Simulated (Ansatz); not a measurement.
Input and output of a self-consistent single point for ScSi2Ni2 (I4mm, 5 atoms in the cell) (Ansatz, an electronic-structure program).

Method: PBEsol, default PAW files made with PBE (plane waves; Ansatz).

The change in words: lattice scaled by 0.98; basis.ecutrho_ratio: default → 8. Reference geometry:
```
CELL_PARAMETERS angstrom
     -1.89698     1.89698     4.73090
      1.89698    -1.89698     4.73090
      1.89698     1.89698    -4.73090
ATOMIC_POSITIONS crystal
  Sc 0.00528 0.00528 0.00000
  Si 0.62206 0.62206 0.00000
  Si 0.37794 0.37794 0.00000
  Ni 0.25000 0.75000 0.50000
  Ni 0.75000 0.25000 0.50000
```

Reference input (self-consistent single point, DFT, PBEsol, plane waves, default PAW files made with PBE): basis.ecutwfc = 30.9 Ry; kpoints.mp_grid.grid = 8 8 8; hamiltonian.xc = pbesol; hamiltonian.pseudopotentials = {kind: paw} (the program's default PAW files); scf.occupations.method = fermi_dirac; scf.occupations.width = 0.0073 Ry. This run's input differs from it in these lines:

Ansatz 0.2 input:
```diff
@@ -3,5 +3,5 @@
   lattice:
-    - [-1.89698200, 1.89698200, 4.73090500]
-    - [1.89698200, -1.89698200, 4.73090500]
-    - [1.89698200, 1.89698200, -4.73090500]
+    - [-1.85904200, 1.85904200, 4.63628700]
+    - [1.85904200, -1.85904200, 4.63628700]
+    - [1.85904200, 1.85904200, -4.63628700]
   atoms:
@@ -14,2 +14,3 @@
   ecutwfc: 30.9 Ry
+  ecutrho_ratio: 8
 kpoints:
```

Log, with long lists cut:

```
SCF iter   1: F=—  HF=-14968.536490 eV  |F-HF|=—  |Δ(HF+E_count)|=         —  Δρ=1.67e-2  dr2=1.20e-1  ethr=1.77e-3  ⟨swp⟩=5.5  Hψ=7588  notcnv=0
all-band conjugate gradients solve this SCF's bands
preconditioner: auto → Kerker (q_TF=auto, 2.660 Å⁻¹)
SCF iter   2: F=—  HF=-14968.523477 eV  |F-HF|=—  |Δ(HF+E_count)|=   1.30e-2  Δρ=2.63e-3  dr2=5.21e-3  ethr=2.18e-4  ⟨swp⟩=2.8  Hψ=3724  notcnv=0
SCF iter   3: F=—  HF=-14968.522919 eV  |F-HF|=—  |Δ(HF+E_count)|=   5.58e-4  Δρ=1.22e-3  dr2=1.51e-3  ethr=9.48e-6  ⟨swp⟩=1.1  Hψ=1956  notcnv=0
SCF iter   4: F=—  HF=-14968.522681 eV  |F-HF|=—  |Δ(HF+E_count)|=   2.38e-4  Δρ=2.28e-4  dr2=5.20e-5  ethr=2.75e-6  ⟨swp⟩=2.3  Hψ=2822  notcnv=0
SCF iter   5: F=—  HF=-14968.522670 eV  |F-HF|=—  |Δ(HF+E_count)|=   1.15e-5  Δρ=4.33e-5  dr2=1.44e-6  ethr=9.46e-8  ⟨swp⟩=2.0  Hψ=3006  notcnv=0
SCF iter   6: F=—  HF=-14968.522670 eV  |F-HF|=—  |Δ(HF+E_count)|=   5.76e-7  Δρ=2.32e-5  dr2=3.64e-7  ethr=1.82e-10  ⟨swp⟩=6.0  Hψ=8629  notcnv=0
SCF iter   7: F=-14968.522670 eV  HF=-14968.522670 eV  |F-HF|=5.15e-9  |Δ(HF+E_count)|=   3.93e-8  Δρ=3.48e-6  dr2=9.83e-9  ethr=1.82e-10  ⟨swp⟩=4.0  Hψ=6276  notcnv=0
SCF 1 converged in 7 iterations: F = -14968.522670 eV  dr2 = 9.83e-9
Free energy (F): -14968.522670 eV
Internal energy: -14968.420302 eV  (E = F + TS)
E sigma→0 (E₀):  -14968.471486 eV
Entropy (-TS):   -0.102368 eV (-20.474 meV/atom)
Fermi energy:    14.557482 eV
--- Forces (eV/Å), atoms counted from 1 ---
  atom   1  Sc    -0.00000000    -0.00000000    -0.32608174
  atom   2  Si     0.00000000    -0.00000000    -0.19765504
  atom   3  Si    -0.00000000    -0.00000000     0.32885966
  atom   4  Ni    -0.00000000     0.00000000     0.09743652
  atom   5  Ni     0.00000000    -0.00000000     0.09743652
--- Stress (GPa, compression-positive) ---
        9.806987       0.000000      -0.000000
        0.000000       9.806987       0.000000
       -0.000000       0.000000      11.822880
  P = ⅓ Tr σ = 10.4790 GPa (104.790 kbar)
  The stress holds the Pulay correction. Without it, at fixed plane waves, as pw.x and ABINIT print it: P = 10.4270 GPa
```

The run converged in 7 iterations. Against the reference run the free energy rises by 23.5 meV/atom, the pressure goes from -0.50 to 10.48 GPa and the largest force goes from 0.253 to 0.329 eV/Å.

The starting cell comes from a database of computed structures (which also holds hypothetical and non-ambient phases and stackings), without a prior relaxation at this level. Its lattice was rescaled by up to half a per cent. One atom was moved a little off its site on purpose. For this run, on top of that: lattice scaled by 0.98. Spin polarisation is off. Ansatz's pressure includes its estimate of the finite-basis (Pulay) stress.
